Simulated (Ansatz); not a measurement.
Band structure of CdCo3N (Pm-3m, 5 atoms in the cell).

```
CELL_PARAMETERS angstrom
      3.85504     0.00000     0.00000
      0.00000     3.85504     0.00000
      0.00000     0.00000     3.85504
ATOMIC_POSITIONS crystal
  Cd 0.00000 0.00000 0.00000
  Co 0.50000 0.50000 0.00000
  Co 0.00000 0.50000 0.50000
  Co 0.50000 0.00000 0.50000
  N  0.50000 0.50000 0.50000
```
Moments meant for the start (each program seeds them in its own way; μB, in the order of the atoms Cd Co Co Co N): 0.0 3.0 3.0 3.0 0.0.

Computed with PBEsol, PAW files made with PBE (plane waves; Ansatz, a first-principles code).

Settings: kpoints.mp_grid.grid = 6 6 6; hamiltonian.xc = pbesol; hamiltonian.pseudopotentials = {kind: paw} (the program's default PAW files); magnetization.spin_polarized = true; scf.occupations.method = gaussian; scf.occupations.width = 0.01 Ry; kpoints.band_path.npoints = 8.

The starting cell comes from a database of computed structures (which also holds hypothetical and non-ambient phases and stackings), without a prior relaxation at this level. The magnetic order is the one reached from the typed start; others were not searched systematically.

Levels in eV from the Fermi level, bands 37 to 44 of the first spin channel:
```
point     37     38     39     40     41    42    43    44
-----  -----  -----  -----  -----  -----  ----  ----  ----
Γ      -0.89  -0.89  -0.89  -0.62   1.50  3.81  3.81  3.81
X      -1.17  -0.89  -0.76  -0.76   1.68  2.47  5.34  5.34
M      -1.03  -0.31  -0.31  -0.15  -0.09  4.03  4.03  4.13
R      -0.91  -0.84  -0.84  -0.84   1.08  1.08  1.08  3.23
```

Bands cross the Fermi level along this path, so the cell is metallic at this level.

The net moment of the cell came out as 3.30 μB.

Keys are those of Ansatz 0.2.
